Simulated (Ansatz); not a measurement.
The starting structures come from a database of crystals and need not be the phases stable at ambient conditions.

By PBEsol, the system below comes out a metal.

The ballistic (Sharvin) conductance counts the channels at the Fermi level: G/A = (e²/h) × channels of both spins per area.

Given:

```yaml
crystal:
  lattice:
    - [5.15681, 0.00000, 0.00000]
    - [0.00000, 8.37286, 0.00000]
    - [2.57841, 0.00000, 4.46593]
  atoms:
    - { symbol: Mg, position: [0.33333, 0.93777, 0.33333] }
    - { symbol: Mg, position: [0.66667, 0.06223, 0.66667] }
    - { symbol: Mg, position: [0.66667, 0.43777, 0.66667] }
    - { symbol: Mg, position: [0.33333, 0.56223, 0.33333] }
    - { symbol: Zn, position: [0.00000, 0.00000, 0.00000] }
    - { symbol: Zn, position: [0.00000, 0.50000, 0.00000] }
    - { symbol: Zn, position: [0.66044, 0.25000, 0.16978] }
    - { symbol: Zn, position: [0.33956, 0.75000, 0.83022] }
    - { symbol: Zn, position: [0.83022, 0.75000, 0.83022] }
    - { symbol: Zn, position: [0.16978, 0.25000, 0.16978] }
    - { symbol: Zn, position: [0.16978, 0.25000, 0.66044] }
    - { symbol: Zn, position: [0.83022, 0.75000, 0.33956] }
```

Space group of this cell: P6_3/mmc. The cell is taken as given; by PBEsol its mean pressure is -0.9 GPa.

The current flows along the normal of the first two printed cell vectors, the (100) plane of the conventional cell. No spin-orbit coupling; the value is a mean over 0.1 eV about the Fermi level.

Problem. Give the ballistic conductance per area that PBEsol (Ansatz, a quantum-chemistry and plane-wave program) yields.

Solution. 0.51 × 10¹⁵ S/m² for both spins.
